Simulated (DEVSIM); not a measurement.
Device: Ge n-i-p diode, at 300 K.

Layer 1 from the left is Ge, thickness (μm) 0.480, Nd (cm⁻³) 1.7e17, τn (s) 9.6e-5, τp (s) 9.6e-5. Layer 2 from the left is Ge, thickness (μm) 42.0, Na (cm⁻³) 3.5e13, τn (s) 9.6e-5, τp (s) 9.6e-5. Layer 3 from the left is Ge, thickness (μm) 0.520, Na (cm⁻³) 4.4e17, τn (s) 9.6e-5, τp (s) 9.6e-5.

Left contact: ohmic. Right contact: ohmic. Voltage is applied to the left contact. Recombination: SRH at mid-gap. Mobility is constant in doping.

Constants are typed, rounded textbook-type inputs, not results; the design itself was drawn at random and stands for no fabricated device. Values at 300 K.

Ge: gap (eV) 0.664, affinity (eV) 4, permittivity 16, Nc (cm⁻³) 1.04e19, Nv (cm⁻³) 6e18, μn (cm²/Vs) 3900, μp (cm²/Vs) 1900.

Simulated with DEVSIM: 1D drift-diffusion, Boltzmann statistics, complete ionisation; no tunnelling, impact ionisation, image-force lowering or self-heating.

### Question
What does the simulation give for the dark forward voltage at 100 A/cm², the dark forward voltage at 1 A/cm²?

### Answer
dark forward voltage at 100 A/cm² 0.368 V; dark forward voltage at 1 A/cm² 0.194 V.
